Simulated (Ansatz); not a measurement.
The reference is Si in the diamond structure (space group Fd-3m, No. 227; a = 5.470 Å).

Perturbation: a hydrostatic pressure of 4.5 GPa.

Calculations: Ansatz (a program for electronic structure) PBE, no spin-orbit coupling.

Base, band edges from the VBM (valence, conduction): X -2.79, 0.75; W -3.76, 4.27; L -1.18, 1.46; Γ 0.00, 2.55; K -2.38, 1.23; U -2.38, 1.23 eV.

Q: Give the band edges at the high-symmetry points of the new zone, measured from its valence-band maximum.

A: 
```csv
point,valence edge (eV),conduction edge (eV)
Γ,0.00,2.57
X,-2.92,0.66
U,-2.48,1.17
K,-2.48,1.17
L,-1.22,1.62
W,-3.96,4.26
```

The gap is 0.53 eV, indirect, Γ → Γ–X (87 % along).

Load acts through the strain it causes; cell and atoms are relaxed under it. Stability against distortions was not tested. Tetrahedral semiconductors of this kind turn to denser phases somewhere between about 1 and 50 GPa; those were not computed, so compressed cells here can lie past the real transition.
